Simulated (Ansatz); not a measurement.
Defect: interstitial P in silicon, charge state -1. All values below come from HSE06, atoms relaxed with HSE06 at the PBE lattice, PAW (plane waves to 420 eV; Ansatz, an electronic-structure program).

Cell of 216 host sites held at the relaxed PBE lattice; the Γ point alone; Fermi-Dirac width 0.01 eV, spin-restricted; finite-size errors left in. Energies are static. The charge state is imposed; whether it is stable for some Fermi level was not computed. Sites that were not tried may lie lower.

Relaxed starting cell (atoms counted from 1):

```xyz
217
Lattice="16.4100 0.0000 0.0000 0.0000 16.4100 0.0000 0.0000 0.0000 16.4100" Properties=species:S:1:pos:R:3 pbc="T T T"
Si     0.0197    -0.0149     2.7084
Si    -0.0107    -0.0013     8.1973
Si    -0.1110     0.0219    13.5269
Si    -0.0071     5.4597     2.7142
Si    -0.0112     5.4707     8.1902
Si    -0.0308     5.4873    13.6662
Si    -0.0042    10.9322     2.7449
Si    -0.0089    10.9325     8.2046
Si    -0.0077    10.9413    13.6713
Si     5.5516    -0.0227     2.8271
Si     5.4651    -0.0035     8.2029
Si     5.4700     0.0014    13.6725
Si     5.4563     5.4564     2.7345
Si     5.4547     5.4658     8.2044
Si     5.4581     5.4631    13.6810
Si     5.4708    10.9219     2.7423
Si     5.4655    10.9297     8.2167
Si     5.4590    10.9425    13.6821
Si    10.9427    -0.0032     2.7331
Si    10.9216    -0.0048     8.1954
Si    10.9342     0.0025    13.6742
Si    10.9250     5.4711     2.7354
Si    10.9296     5.4690     8.2005
Si    10.9162     5.4815    13.6689
Si    10.9397    10.9373     2.7386
Si    10.9328    10.9391     8.2071
Si    10.9372    10.9497    13.6807
Si     1.3479     4.0913     1.3243
Si     1.3544     4.0969     6.8236
Si     1.3442     4.1390    12.2728
Si     1.3592     9.5680     1.3703
Si     1.3550     9.5398     6.8606
Si     1.3567     9.5710    12.3043
Si     1.4230    14.8905     1.4968
Si     1.3612    15.0366     6.8363
Si     1.3549    15.0508    12.2863
Si     6.8363     4.0995     1.3686
Si     6.8183     4.0984     6.8349
Si     6.8237     4.0991    12.3071
Si     6.8365     9.5618     1.3715
Si     6.8282     9.5659     6.8386
Si     6.8217     9.5732    12.3121
Si     6.8453    15.0311     1.3801
Si     6.8432    15.0335     6.8517
Si     6.8347    15.0403    12.3089
Si    12.2879     4.1120     1.3673
Si    12.2991     4.1047     6.8280
Si    12.2762     4.1133    12.2920
Si    12.3030     9.5773     1.3656
Si    12.2987     9.5724     6.8358
Si    12.2960     9.5819    12.3054
Si    12.3183    15.0473     1.3629
Si    12.2991    15.0435     6.8346
Si    12.3044    15.0425    12.3116
Si    -0.1390     2.8836    -0.0651
Si    -0.0048     2.7266     5.4499
Si    -0.0219     2.7426    10.9228
Si    -0.0121     8.2057    -0.0011
Si    -0.0075     8.1965     5.4652
Si    -0.0134     8.2120    10.9315
Si     0.0338    13.6826     0.0101
Si    -0.0091    13.6618     5.4803
Si    -0.0105    13.6742    10.9317
Si     5.4817     2.7228     0.0032
Si     5.4565     2.7313     5.4635
Si     5.4591     2.7335    10.9333
Si     5.4639     8.2028     0.0015
Si     5.4626     8.1918     5.4721
Si     5.4561     8.2006    10.9465
Si     5.4952    13.6348     0.0139
Si     5.4761    13.6604     5.4919
Si     5.4610    13.6747    10.9444
Si    10.9318     2.7372    -0.0030
Si    10.9336     2.7303     5.4690
Si    10.9164     2.7402    10.9250
Si    10.9075     8.2340     0.0031
Si    10.9323     8.2014     5.4694
Si    10.9295     8.2079    10.9398
Si    10.9446    13.6770     0.0037
Si    10.9402    13.6690     5.4689
Si    10.9332    13.6753    10.9498
Si     1.3614     1.3477     4.0881
Si     1.3523     1.3706     9.5646
Si     1.0116     1.7059    14.6518
Si     1.3531     6.8252     4.0927
Si     1.3489     6.8431     9.5605
Si     1.3507     6.8383    15.0379
Si     1.3565    12.2253     4.1853
Si     1.3563    12.3029     9.5688
Si     1.3604    12.2984    15.0461
Si     6.8831     1.3612     4.1607
Si     6.8292     1.3654     9.5703
Si     6.8408     1.3610    15.0422
Si     6.8258     6.8246     4.1019
Si     6.8195     6.8369     9.5715
Si     6.8289     6.8355    15.0431
Si     6.8345    12.2992     4.1068
Si     6.8307    12.3021     9.5818
Si     6.8508    12.2834    15.0553
Si    12.3025     1.3693     4.1003
Si    12.2669     1.3753     9.5374
Si    12.3010     1.3727    15.0379
Si    12.2979     6.8351     4.0980
Si    12.2947     6.8408     9.5677
Si    12.2478     6.8871    15.0346
Si    12.3103    12.3077     4.0980
Si    12.2965    12.3116     9.5752
Si    12.3146    12.3190    15.0413
Si     3.1173    -0.3432     0.3468
Si     2.7303    -0.0089     5.4670
Si     2.7259     0.0028    10.9273
Si     2.7219     5.4753    -0.0023
Si     2.7268     5.4547     5.4534
Si     2.7130     5.4904    10.9173
Si     2.7302    10.9355     0.0075
Si     2.7335    10.8867     5.5204
Si     2.7251    10.9382    10.9392
Si     8.2034    -0.0068     0.0058
Si     8.2310    -0.0116     5.5014
Si     8.1978    -0.0016    10.9388
Si     8.1994     5.4708     0.0019
Si     8.1928     5.4622     5.4716
Si     8.1863     5.4717    10.9374
Si     8.2077    10.9307     0.0092
Si     8.2004    10.9329     5.4733
Si     8.1967    10.9369    10.9486
Si    13.6802     0.0161    -0.0033
Si    13.6679    -0.0056     5.4657
Si    13.6077     0.0025    10.8853
Si    13.5829     5.5485     0.0017
Si    13.6700     5.4661     5.4579
Si    13.6612     5.4746    10.9337
Si    13.6755    10.9487     0.0049
Si    13.6702    10.9387     5.4702
Si    13.6662    10.9491    10.9422
Si     4.0743     4.0737     4.0727
Si     4.0839     4.1022     9.5702
Si     4.0965     4.0995    15.0605
Si     4.0956     9.5578     4.1096
Si     4.0902     9.5630     9.5763
Si     4.0930     9.5693    15.0457
Si     4.1131    15.0178     4.1306
Si     4.0971    15.0405     9.5701
Si     4.1648    14.9660    15.0108
Si     9.5646     4.1003     4.1044
Si     9.5505     4.1065     9.5640
Si     9.5619     4.1036    15.0401
Si     9.5663     9.5679     4.1014
Si     9.5613     9.5726     9.5732
Si     9.5581     9.5853    15.0416
Si     9.5770    15.0385     4.1039
Si     9.5686    15.0411     9.5780
Si     9.5716    15.0407    15.0454
Si    15.0307     4.0953     4.0847
Si    15.0275     4.1101     9.5575
Si    14.9073     4.2214    15.0206
Si    15.0330     9.5684     4.1029
Si    15.0288     9.5782     9.5719
Si    15.0332     9.5769    15.0414
Si    15.0512    15.0465     4.1069
Si    15.0259    15.0463     9.5659
Si    15.0851    15.0852    15.0557
Si     2.7123     2.6883     2.6827
Si     2.7227     2.7331     8.1964
Si     2.7568     2.8075    13.6034
Si     2.7267     8.1968     2.7349
Si     2.7266     8.1884     8.2100
Si     2.7225     8.2044    13.6751
Si     2.7473    13.5526     2.8606
Si     2.7281    13.6701     8.2062
Si     2.7075    13.6740    13.6714
Si     8.2022     2.7275     2.7422
Si     8.1900     2.7326     8.1994
Si     8.1980     2.7333    13.6711
Si     8.1962     8.1956     2.7392
Si     8.1949     8.2011     8.2068
Si     8.1919     8.2106    13.6780
Si     8.2107    13.6636     2.7406
Si     8.2042    13.6672     8.2176
Si     8.1979    13.6716    13.6842
Si    13.6614     2.7273     2.7169
Si    13.6641     2.7352     8.1912
Si    13.6374     2.7559    13.6550
Si    13.6652     8.2054     2.7351
Si    13.6666     8.2059     8.2017
Si    13.6585     8.2160    13.6724
Si    13.6835    13.6786     2.7374
Si    13.6637    13.6734     8.2035
Si    13.6952    13.7000    13.6937
Si     4.2415     1.3414     1.4693
Si     4.0940     1.3613     6.8339
Si     4.0954     1.3625    12.2980
Si     4.0967     6.8324     1.3658
Si     4.0874     6.8241     6.8308
Si     4.0861     6.8312    12.3091
Si     4.1018    12.2866     1.3889
Si     4.0992    12.2922     6.8520
Si     4.0872    12.3105    12.3100
Si     9.5708     1.3650     1.3689
Si     9.5729     1.3684     6.8467
Si     9.5651     1.3673    12.3030
Si     9.5635     6.8413     1.3671
Si     9.5609     6.8347     6.8352
Si     9.5514     6.8440    12.3026
Si     9.5780    12.3031     1.3693
Si     9.5676    12.3048     6.8384
Si     9.5636    12.3080    12.3134
Si    15.0599     1.3787     1.3383
Si    15.0351     1.3670     6.8255
Si    14.9413     1.3864    12.2169
Si    15.0233     6.8417     1.3624
Si    15.0294     6.8364     6.8284
Si    15.0259     6.8519    12.2972
Si    15.0540    12.3141     1.3652
Si    15.0327    12.3027     6.8430
Si    15.0336    12.3174    12.3117
P      1.2200     0.6831     0.1405
```
Cell charge -1.

End state 1 differs by these moves (Å; atoms that move under 0.08 Å are left out):

```json
[
 {"atom": "144", "element": "Si", "Δx": "0.08", "Δy": "-0.03", "Δz": "0.06"},
 {"atom": "190", "element": "Si", "Δx": "-0.08", "Δy": "0.06", "Δz": "-0.03"},
 {"atom": "217", "element": "P", "Δx": "0.00", "Δy": "-0.82", "Δz": "-0.82"}
]
```

Question: Predict the forward and backward barriers to end state 1 from HSE06, atoms relaxed with HSE06 at the PBE lattice, PAW.

Answer: forward 0.10 eV, backward 0.10 eV; at the saddle point atom 217 has neighbours Si at 2.14, Si at 2.18, Si at 2.63 Å. The saddle point's order was not checked, and it lies on a symmetry element of the cell, where a band can be held.
